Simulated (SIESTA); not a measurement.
# How far to go with the k-point mesh: Cl (Cm, 4 atoms in the cell)

```
CELL_PARAMETERS angstrom
      2.24672    -3.12936     0.00000
      2.24672     3.12936     0.00000
      0.00000     0.00000     8.28478
ATOMIC_POSITIONS crystal
  Cl 0.87700 0.87700 0.90304
  Cl 0.62300 0.62300 0.39700
  Cl 0.37700 0.37700 0.60300
  Cl 0.12300 0.12300 0.10300
```

Computed with GGA PBEsol, numerical atomic orbitals DZP, PseudoDojo PBEsol standard norm-conserving potentials (rewritten from UPF to PSML) (SIESTA).

Base settings: XC.functional = GGA; XC.authors = PBEsol; potentials = PseudoDojo PBEsol standard; PAO.BasisSize = DZP; PAO.EnergyShift = 0.005 Ry; MeshCutoff = 300 Ry; kgrid.MonkhorstPack = 7 7 3; OccupationFunction = FD; ElectronicTemperature = 10 meV; MaxSCFIterations = 150.

The second cell is the first with its lattice scaled by 0.98.

Only quantities that move along the ladder and can be compared are tabulated.

Core times come from one kind of shared machine, to one figure; runs under 30 s give none.

The starting cell has typed, rounded lattice constants, without a prior relaxation at this level. Its lattice was rescaled by up to half a per cent. One atom was moved a little off its site on purpose. Values carry the incompleteness of an atom-centred basis. In the base run, forces exceed 1 eV/Å.

Steps (kgrid.MonkhorstPack): 2 2 1; 3 3 1; 3 3 2; 4 4 2; 5 5 2; 5 5 3; 6 6 3; 7 7 3; 8 8 4; 9 9 4; 10 10 5; 11 11 5; 12 12 5; 13 13 6; 14 14 7; 16 16 7; 18 18 8; 20 20 9.

Question: What is the coarsest kgrid.MonkhorstPack that holds the energy of the compressed cell less the first within 0.5 meV/atom of the last step, with all finer ones?

Answer: 3 3 2; the step before is off by 1.6 meV/atom.

Question: What is the coarsest kgrid.MonkhorstPack that holds the forces within 0.01 eV/Å of the last step, with all finer ones?

Answer: 3 3 2; the step before is off by 0.11 eV/Å.

Question: What is the coarsest kgrid.MonkhorstPack that holds the pressure within 0.2 GPa of the last step, with all finer ones?

Answer: 3 3 1; the step before is off by 0.28 GPa.

| kgrid.MonkhorstPack | free energy less the last step's (meV/atom) | energy of the compressed cell less the first (meV/atom) | pressure (GPa) | largest difference of a force vector from the last step's (eV/Å) | core time / last (rough) |
|---|---|---|---|---|---|
| 2 2 1 | -2.98 | -2.89 | -1.17 | 0.065 | – |
| 3 3 1 | -12.20 | -7.51 | -1.59 | 0.105 | – |
| 3 3 2 | -0.34 | -6.12 | -1.46 | 0.005 | – |
| 4 4 2 | 0.03 | -5.95 | -1.45 | 0.002 | – |
| 5 5 2 | 0.04 | -5.93 | -1.45 | 0.001 | – |
| 5 5 3 | 0.00 | -5.94 | -1.45 | 0.000 | – |
| 6 6 3 | 0.00 | -5.94 | -1.45 | 0.000 | – |
| 7 7 3 | 0.00 | -5.94 | -1.45 | 0.000 | – |
| 8 8 4 | 0.00 | -5.94 | -1.45 | 0.000 | – |
| 9 9 4 | 0.00 | -5.94 | -1.45 | 0.000 | – |
| 10 10 5 | 0.00 | -5.94 | -1.45 | 0.000 | – |
| 11 11 5 | 0.00 | -5.94 | -1.45 | 0.000 | – |
| 12 12 5 | 0.00 | -5.94 | -1.45 | 0.000 | – |
| 13 13 6 | 0.00 | -5.94 | -1.45 | 0.000 | – |
| 14 14 7 | 0.00 | -5.94 | -1.45 | 0.000 | 0.4 |
| 16 16 7 | 0.00 | -5.94 | -1.45 | 0.000 | 0.5 |
| 18 18 8 | 0.00 | -5.94 | -1.45 | 0.000 | 0.7 |
| 20 20 9 | 0.00 | -5.94 | -1.45 | 0.000 | 1 |
